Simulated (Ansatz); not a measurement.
Functionals compared on a constructed model of the (000-1) surface of 4H silicon carbide, C-terminated, (√3x√3)R30° Ag adatom at T4 (bottom of the slab: 3 H on 3 bottom sites), in Ansatz (plane waves, PAW). The structure was relaxed with PBE; the other rows are single points on it. Cutoff 420 eV (500 eV for r2SCAN).

Set-up: 28 atoms, 11.7 Å thick at the start with caps and adatoms (thin: gaps and levels are the slab's own); mesh 6x6x1; 0.025 eV smearing; dipole correction on; 6 atoms held, the rest relaxed; start symmetry kept, larger cells not searched; no spin (no spin-polarised run to compare, though such a face may carry moments), no spin-orbit, no U. The slab shows no gap on its mesh. In PBE it lies 0.04 eV a 1x1 cell over the lowest computed structure of the same composition ((√3x√3)R30° Ag adatom at H3). These notes are the PBE run's.

| functional | work function of the top face (eV) | rough cost of the single point |
|---|---|---|
| PBE | 3.87 | – |
| r2SCAN | [?] | very roughly 2.9 core-minutes |

### Question
Fill in the missing entries.

### Answer

- r2SCAN, work function of the top face (eV): 3.78

Ansatz is an electronic-structure program.
